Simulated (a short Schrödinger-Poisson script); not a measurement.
## MOS inversion layer, HfO2 on p-type Si(100)

Stack: MOS inversion layer, HfO2 on p-type Si(100), at 300 K.

| layer | material | thickness (nm) | Na (cm⁻³) |
|---|---|---|---|
| 1 | HfO2 | 5.4 | - |
| 2 | Si | 680 | 1.2e18 |

Constants are typed, rounded textbook-type inputs, not results; the design itself was drawn at random and stands for no fabricated device. HfO2: permittivity 22, conduction-band edge (eV) 1.55, gap (eV) 5.7, electron mass (mₑ) 0.2. Si: permittivity 11.7, conduction-band edge (eV) 0, gap (eV) 1.124, Nv at 300 K (cm⁻³) 3.1e19.

Channel valleys (confinement mass, in-plane density-of-states mass, number): Δ2 0.916, 0.19, 2; Δ4 0.19, 0.417, 4. At the gate the conduction-band edge of layer 1 lies 1.66 eV − eVg above the Fermi level of the channel; the field vanishes at the back. Gaps are held at their typed values at every temperature. Mesh 0.03 nm at interfaces.

Solved with a short Schrödinger-Poisson script written for these runs: 1D Poisson equation in equilibrium, electrons quantum, Hartree (BenDaniel-Duke, 12 states a valley, the channel's in-plane mass for all, wave functions ending at the dielectric), parabolic valleys, classical holes, full ionisation, no traps, pinning or gate leakage.

```tsv
Vg (V)	electrons (cm⁻²)	C (μF/cm²)	Δ2 E0 (meV)	Δ2 E1 (meV)	Δ4 E0 (meV)	Δ4 E1 (meV)
0	2.84e6	0.330	373.5	453.9	447.7	577.2
0.05	1.48e7	0.322	330.3	412.5	406.1	538.9
0.1	7.84e7	0.314	286.9	370.9	364.3	500.1
0.15	4.17e8	0.308	243.4	329.0	322.3	461.1
0.2	2.23e9	0.310	199.8	287.0	280.2	421.8
0.25	1.18e10	0.348	156.4	245.2	238.3	382.6
0.3	5.81e10	0.537	114.8	205.2	198.2	345.0
0.35	2.23e11	1.01	79.4	171.5	164.5	313.6
0.4	5.76e11	1.53	53.7	147.8	140.9	291.8
0.45	1.08e12	1.87	35.9	132.2	125.5	277.9
0.5	1.68e12	2.07	22.7	121.3	114.8	268.4
0.55	2.33e12	2.19	12.2	113.2	106.8	261.6
0.6	3.02e12	2.28	3.4	106.7	100.6	256.3
0.65	3.74e12	2.35	-4.4	101.3	95.4	252.0
0.7	4.47e12	2.40	-11.3	96.7	90.9	248.5
0.75	5.22e12	2.44	-17.7	92.6	87.0	245.5
0.8	5.98e12	2.47	-23.7	88.9	83.6	242.8
0.85	6.75e12	2.50	-29.4	85.5	80.4	240.4
0.9	7.53e12	2.52	-34.8	82.4	77.4	238.2
```

Gate voltages with under 1e6 electrons/cm² are left out.

Subbands count from the Fermi level.
